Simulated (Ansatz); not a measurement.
Inside the gap of an insulator the Bloch states are evanescent, with a wavenumber k + iκ along the transport direction.

```yaml
crystal:
  lattice:
    - [3.14928, 0.00000, 0.00000]
    - [0.00000, 12.08957, 0.00000]
    - [1.57464, 0.00000, 2.72736]
  atoms:
    - { symbol: Mo, position: [0.66667, 0.75000, 0.66667] }
    - { symbol: Mo, position: [0.33333, 0.25000, 0.33333] }
    - { symbol: S, position: [0.66667, 0.37952, 0.66667] }
    - { symbol: S, position: [0.33333, 0.62048, 0.33333] }
    - { symbol: S, position: [0.33333, 0.87952, 0.33333] }
    - { symbol: S, position: [0.66667, 0.12048, 0.66667] }
```

Space group of this cell: P6_3/mmc. The cell was relaxed by PBE-D3(BJ); by r2SCAN its mean pressure is 3.0 GPa.

Transport runs along the normal of the first two printed cell vectors, the (100) plane of the conventional cell.

The gap is the functional's own, uncorrected, and κ follows it; spin-orbit coupling is left out. Mid-gap values are interpolated between the computed energies.

Task: State the band gap and the smallest decay constant κ at mid-gap according to r2SCAN (Ansatz, an electronic-structure program).

Result: Gap 0.89 eV on a 12×4×12 mesh; κ = 0.213 1/Å, at (0.300, 0.000) of the in-plane reciprocal vectors. At the zone centre, at the nearest computed energy, the slowest state has κ = 0.27 1/Å.
